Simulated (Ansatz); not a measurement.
Functionals compared on Cl on the 1x1 (111) surface of fcc Ni, ferromagnetic, one in a 2x2 cell, started at the site 'bridge Ni-Ni (span 2.5 Å)', in Ansatz (plane waves, PAW). The structure was relaxed with PBE; the other rows are single points on it, each with its references at the same level. Cutoff 420 eV.

Slab: 17 atoms, 6.0 Å thick at the start under the adsorbate (thin: gaps and levels are the slab's own); k 7x7x1, smearing 0.1 eV, dipole-corrected; 8 atoms held, the rest relaxed; start symmetry kept, larger cells not searched; spin-polarised, no spin-orbit, no U, no dispersion correction. At the end it is bonded to 3 Ni. In PBE it is, or lies within 0.03 eV of, the lowest of the starts that converged. These notes are the PBE run's. Adsorption energies are against ½ Cl2(g). A negative adsorption energy means that the adsorbate is more stable on the surface than in its reference.

```csv
functional,adsorption energy (eV),work function of the top face (eV),change of the work function (eV),magnetic moment of the cell (μB),rough cost of the single point
PBE,-2.04,4.98,-0.09,10.51,–
RPBE,[?],[?],[?],10.64,roughly 15 core-minutes
```

**Question.** Some entries are withheld; supply them.

**Answer.** 
- RPBE, adsorption energy (eV): -1.77
- RPBE, work function of the top face (eV): 4.87
- RPBE, change of the work function (eV): -0.03

Ansatz is a first-principles code.
